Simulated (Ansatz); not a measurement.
The parent structure is Bi (space group R-3m, No. 166; a = 4.4724 Å, c = 11.2652 Å (hexagonal axes); relaxed with 0.1 eV smearing).

The values are results of plane-wave PAW DFT at the PBEsol-D3(BJ) level (Ansatz, a first-principles code, 420 eV), spin-orbit coupling left out, not measurements.

For the base:

```
Quantity    Value
--------  -------
Pressure  0.0 GPa
```

The change: every lattice vector is stretched by 4.80 %; the atoms relax in the strained cell.

### Question
Estimate the effect on the energy relative to the base, largest internal atomic displacement and pressure.

### Answer
The energy goes up by 84 meV/atom; the largest internal atomic displacement is 0.083 Å; the pressure (mean of the normal stresses, compression positive) goes from zero to -4.8 GPa.

Whether these cells are dynamically stable was not tested.
